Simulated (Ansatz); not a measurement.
CsCl-type NiAl was calculated with BLYP (PAW; Ansatz, an electronic-structure program).

Settings: plane-wave cutoff 520 eV, 20×20×20 k mesh, Fermi–Dirac smearing 0.05 eV, no spin polarisation, scalar-relativistic PAW data made under PBE.

Energies at three volumes about the minimum:

```csv
V (Å³/atom),E − E_lowest (meV/atom)
12.231,2.30
12.481,0.00
12.731,2.14
```

### Question
Fit a parabola by hand: where is the minimum, what lattice constant follows, and what is the bulk modulus?

### Answer
Slopes: (0.00 − 2.30)/(12.481 − 12.231) = -9.200 and (2.14 − 0.00)/(12.731 − 12.481) = 8.560 meV/Å³. Curvature E″ = 2 × (8.560 − (-9.200))/(12.731 − 12.231) = 71.040 meV/Å⁶. From the middle of the first interval, the slope vanishes at V0 = 12.3560 − (-9.200)/71.040 = 12.486 Å³/atom. B = V0 E″ = 12.486 × 71.040 meV/Å³ × 0.1602 GPa per meV/Å³ = 142 GPa. With 2 atoms in the cube, a = (2 × 12.486)^(1/3) = 2.923 Å. The full Birch–Murnaghan fit to all volumes gives V0 = 12.481 Å³/atom and B0 = 142 GPa.

Measured, for comparison: bulk modulus 156 GPa (room temperature, not corrected to a static lattice; as tabulated in Yamada et al. (2019), arXiv:1910.09660); lattice constant a 2.882 Å (extrapolated to 0 K, zero-point anharmonic expansion removed (Haas, Tran, Blaha 2009); as tabulated in Levämäki et al. (2014), arXiv:1402.3671). Computed (rounded) less measured: bulk modulus -9 %.
